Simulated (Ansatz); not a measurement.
The reference is C in the diamond structure (space group Fd-3m, No. 227).

```yaml
crystal:
  lattice:
    - [0.00000, 1.78014, 1.78014]
    - [1.78014, 0.00000, 1.78014]
    - [1.78014, 1.78014, 0.00000]
  atoms:
    - { symbol: C, position: [0.50000, 0.50000, 0.50000] }
    - { symbol: C, position: [0.75000, 0.75000, 0.75000] }
```

Method: r2SCAN (Ansatz, an electronic-structure program; PAW; 500 eV plane waves; no SOC), earlier PAW set.

For the base:

The shortest interatomic distance is 1.542 Å and the smallest direct gap comes out as 5.89 eV. The band gap is 4.36 eV. The gap character comes out as indirect, Γ → Γ–X (71 % along).

The change: a negative pressure, −2 GPa.

Q: How does this affect the shortest interatomic distance?

A: The shortest interatomic distance rises by 0.002 Å (1.542 Å → 1.544 Å).

Q: How does this affect the smallest direct gap?

A: The smallest direct gap falls by 0.01 eV, from 5.89 eV to 5.88 eV.

Q: Estimate the effect on the band gap.

A: The band gap drops by 0.01 eV, from 4.36 eV to 4.35 eV.

Q: Predict the new gap character.

A: The gap character stays indirect, Γ → Γ–X (71 % along).

Load acts through the strain it causes; cell and atoms are relaxed under it. Stability against distortions was not tested.
